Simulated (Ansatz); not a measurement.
## MnP-type NiSi (1 0 0) on silicon (0 0 1), C on 3 of 6 substrate sites at each interface (film strained to the substrate, faces as cut)

A periodic stack without vacuum, MnP-type NiSi (1 0 0) on silicon (0 0 1), C on 3 of 6 substrate sites at each interface (film strained to the substrate, faces as cut): substrate slab Si66C6, film Ni40Si30, surface cells [[0, -1], [6, 2]] and [[0, -1], [5, -1]], film strained by -2.6 and -2.4 %, faces Si/Si and Ni/Ni as cut (like faces can put a slab off its formula).

The start was prepared with a machine-learned potential, and the result is one local minimum, with the in-plane cell held and forces under 0.04 eV/Å; the film can end far from its bulk form.

Level of theory: PBE (plane waves to 420 eV, PAW; Ansatz, a quantum-chemistry and plane-wave program). Spin–orbit coupling is left out; the runs are not spin-polarised; PBE gaps are too small against experiment. Its k-point mesh 5×2×1, Fermi–Dirac width 0.05 eV.

The interface area comes out as 89.8 Å² and the period is 24.50 Å. The gaps between the outermost planes at the two interfaces comes out as 0.59 and 0.67 Å. The Ni–Si contacts across the interfaces within 1.22 times the sum of covalent radii is 35, mean 2.40 Å. The C–Ni contacts across the interfaces within 1.22 times the sum of covalent radii comes out as 12, mean 2.09 Å, the Si–Si contacts across the interfaces within 1.22 times the sum of covalent radii is 5, mean 2.59 Å and the C–Si contacts across the interfaces within 1.22 times the sum of covalent radii comes out as 4, mean 1.99 Å. The hole barrier (PBE, at the middle of a substrate layer that carries a field) is 0.12 eV and the electron barrier (PBE, at the middle of a substrate layer that carries a field) is 0.49 eV. The slope of the mean potential energy in the substrate is -1.3 MV/cm × e.

```xyz
142
Lattice="5.4687 0.0007 -0.1245 5.4702 16.4099 0.0385 -1.0535 2.5473 24.5612" Properties=species:S:1:pos:R:3 pbc="T T T"
Si     5.5197    16.5515     1.7163
Si     2.5314     2.5568     1.4816
Si     4.9204     4.9587     1.3380
Si     2.3516     9.3149     0.6942
Si     4.9506    10.9799     1.7274
Si     8.1054    13.8879     1.7808
C      1.0960     1.4363     0.7973
C      3.7422     3.6786     0.5064
Si     7.5349     6.5249     0.8716
C      3.8984    10.3221     0.3216
Si     6.5370    12.4567     0.8644
Si    10.0033    14.4016     0.4574
Si     8.0715    16.3684     4.4631
Si     5.2685     2.5845     4.2451
Si     2.4550     5.2311     4.3074
Si     5.2046     7.9715     3.9925
Si     7.8646    10.7768     4.2289
Si     5.2938    13.6092     4.4255
Si     3.8855     1.2199     2.9006
Si     1.0934     3.8991     2.8888
Si     3.7165     6.4660     2.7708
Si     6.5424     9.5071     2.6705
Si     3.7704    12.3044     3.2090
Si     6.6558    15.0850     3.1490
Si     5.3467    16.2984     7.1729
Si     2.5758     2.6258     7.1258
Si     5.2959     5.2993     7.0035
Si     2.5368     7.9823     6.9690
Si     5.2466    10.6997     6.9348
Si     8.0564    13.4867     6.9812
Si     1.2000     1.2859     5.7684
Si     3.9022     3.9260     5.6645
Si     6.5606     6.6424     5.4979
Si     3.8885     9.3326     5.5175
Si     6.6208    12.1392     5.6799
Si     9.4344    14.9343     5.7210
Si     8.1234    16.2032     9.7248
Si     5.3561     2.5767     9.8324
Si     2.6526     5.3205     9.9098
Si     5.3228     8.0322     9.7092
Si     8.0628    10.6892     9.6234
Si     5.3685    13.4075     9.6551
Si     3.9928     1.2440     8.4114
Si     1.2336     3.9704     8.5517
Si     3.9282     6.6416     8.3895
Si     6.6645     9.3529     8.2617
Si     3.9434    12.0452     8.3702
Si     6.7408    14.8424     8.3872
Si     5.4858    15.9716    12.4855
Si     2.7399     2.3273    12.5488
Si     5.4474     5.4767    12.5801
Si     2.6418     8.0595    12.6876
Si     5.4410    10.6846    12.4341
Si     8.1780    13.4000    12.2351
Si     1.3157     1.0769    11.1413
Si     4.0469     3.9422    11.3301
Si     6.7470     6.7490    11.0990
Si     3.9475     9.3513    11.1479
Si     6.7237    12.0478    10.9986
Si     9.5484    14.7723    10.9262
C      8.2315    16.1114    14.4915
C      5.2937     1.6659    14.8997
Si     1.6317     5.2738    14.4171
C      5.2773     8.1696    14.8576
Si     7.2736    11.8189    14.4740
Si     4.8457    13.7731    15.1655
Si     4.1003     0.7916    13.7570
Si     1.3675     2.5969    14.4749
Si     4.1682     6.8453    14.0996
Si     6.5647     9.2672    14.0145
Si     4.0725    12.0759    13.7346
Si     7.1175    14.8231    13.7945
Ni     0.9416     4.1055    18.5879
Ni     0.9452     7.1075    18.5078
Ni     6.4111    10.2684    18.5599
Ni     6.4101    13.6211    18.5040
Ni     6.4100    17.0886    18.4767
Ni     1.6006     3.9543    16.1830
Ni     1.4614     7.1966    15.7678
Ni     7.0913    10.2998    16.0570
Ni     7.0050    13.6714    15.8955
Ni     7.0878    16.9946    15.8794
Ni     3.5759     2.4120    15.9843
Ni     3.4419     5.5607    15.8527
Ni     3.5984     8.9163    15.8185
Ni     3.6138    11.9746    16.0953
Ni     3.5490    15.3683    16.1865
Ni     9.8811    18.7280    18.6406
Ni     4.3793     5.7537    18.5062
Ni     4.3939     8.5743    18.6831
Ni     4.3971    11.9707    18.6928
Ni     4.3553    15.3570    18.6611
Si     3.2104     4.0213    17.6616
Si     2.9982     7.2652    17.4089
Si     3.1878    10.2639    17.7376
Si     3.1139    13.6194    17.7080
Si     8.5819    17.1348    17.5982
Si     0.2651     2.2944    16.8415
Si     0.1470     5.5663    16.6741
Si     5.6521     8.7262    16.7382
Si     5.7821    11.9361    16.8694
Si     5.8188    15.3879    16.9112
Ni     0.9398     3.7650    23.7299
Ni     1.1502     7.2517    24.0668
Ni     6.5248    10.2695    23.6016
Ni     6.5416    13.8347    23.7314
Ni     6.6757    16.7379    23.8792
Ni     1.6503     3.9783    21.2021
Ni     1.7438     7.0297    21.4064
Ni     7.1839    10.3265    21.1446
Ni     7.2107    13.6046    21.1433
Ni     7.1913    17.0635    20.9637
Ni     9.2216    18.7622    21.1907
Ni     3.7135     5.5330    21.4775
Ni     3.7321     8.6207    21.4132
Ni     3.7439    11.9818    21.3383
Ni     3.7549    15.3429    21.1958
Ni     4.4911    18.6200    23.9480
Ni     4.3894     5.1474    24.0962
Ni     4.6005     8.7418    24.0687
Ni     4.5405    11.9119    23.9440
Ni     4.4711    15.4813    23.5723
Si     3.0615     3.7427    22.9646
Si     3.2677     7.0286    23.3213
Si     3.2189    10.2914    23.1038
Si     3.2658    13.6208    23.0949
Si     8.6133    17.0877    22.6679
Si     4.9508     4.0709    20.1961
Si     5.0796     7.0433    20.3249
Si     4.9452    10.2836    20.3302
Si     4.9797    13.6339    20.2797
Si     4.9714    17.0489    20.2820
Si     5.9996    18.5218    22.2626
Si     0.3792     5.5602    22.4657
Si     5.9042     8.6419    22.1632
Si     5.9284    12.0302    22.1880
Si     6.0421    15.3651    22.0175
Si     7.6795    18.8095    19.4707
Si     2.3322     5.6233    19.5970
Si     2.2502     8.6195    19.6470
Si     7.7047    11.9508    19.4739
Si     7.6400    15.3227    19.4293
```
